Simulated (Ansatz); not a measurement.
**Point defect Si on the Al site (broken-bond start) in wurtzite AlN**

Computed with PBE, PAW (plane waves to 420 eV; Ansatz, a first-principles code). A supercell of 192 sites (4×2×3 repeats of a cell of 8 atoms) was used; the energies come from a 2×2×1 shifted sampling of its zone. Sites at the start: the Al site; started 0.95 Å off site, one bond broken. Finite-size correction: monopole term and site-potential alignment. Dielectric constants: PBE linear response of the host. Host gap at this level: 4.03 eV. These values are not converged in cell size to better than tenths of an eV. The semilocal functional narrows the gap, so deep levels can fall outside it. Spin–orbit coupling is left out. Each state is the lowest found from its start.

Formation energies E_f are given with the Fermi level at the valence-band maximum. Chemical conditions: N-rich (Δμ(Al) = -2.74 eV, Δμ(Si) = -2.47 eV, bounded by beta Si3N4; only phases computed here count, gases as isolated molecules at 0 K). Reference phases: Al: fcc Al, Si: silicon.

Charges with a result: +1, 0, −1. Others weren't obtained, and one of them could lie lower, also by skipping a charge.

| charge | moment (μB) | largest move off a lattice site (Å) | image correction with alignment (eV) | E_f, N-rich (eV) |
|---|---|---|---|---|
| +1 | not spin-polarised | 0.12 | 0.19 | -1.56 |
| 0* | quenched | 0.12 | – | – |
| −1† | not spin-polarised | 0.59 | 0.16 | – |

* At this level the carrier isn't localised at the defect: at charge 0 electrons occupy the conduction band. Such a state is shallow or no state of the defect, and this cell gives it no level.

† Not settled in this cell, so no level is given: charge −1: level within 0.1 eV of a band edge or past it.

Starting moments that weren't kept: charge 0 began with 1 μB and ended with 0.0.

No other site or start that was run ended lower by more than 0.1 eV.

Flagged in the runs: a host whose relaxation on this sampling wasn't shown to rest.
